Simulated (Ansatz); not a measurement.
A calculation on GeSb4Te7 (P-3m1, No. 164, 12 atoms in the cell; start mp-29641) returned lattice constant a 4.271 Å, lattice parameter c 24.101 Å, cohesive energy 2.85 eV/atom.

**Question.** Which level of theory produced these numbers?
A. PBE-D3(BJ) (Ansatz, a quantum-chemistry and plane-wave program)
B. LDA (Ansatz)
C. PBE (Ansatz)
D. r²SCAN+rVV10 (Ansatz)

**Answer.** D, r²SCAN+rVV10 (Ansatz)

The others give: PBE-D3(BJ) 4.259 Å, 23.349 Å, 3.17 eV/atom; PBE 4.321 Å, 24.568 Å, 2.74 eV/atom; LDA 4.230 Å, 23.079 Å, 3.63 eV/atom.

Unless a cell is named, each level is at its own relaxed cell (LDA 29.80, PBE 33.10, PBE-D3(BJ) 30.57, r²SCAN+rVV10 31.73 Å³/atom).

Caveats: a distance lies near a switch of the dispersion term, which can move the cell (PBE-D3(BJ)); the relaxation could not lower the start's symmetry, so the cell can be a saddle point above a distorted one (PBE-D3(BJ), PBE, LDA, r²SCAN+rVV10). Ansatz's density-functional and Hartree–Fock values are scalar-relativistic unless marked +SOC, with PAW data made under PBE.

A start named mp-… is a Materials Project structure, which need not be a measured phase.
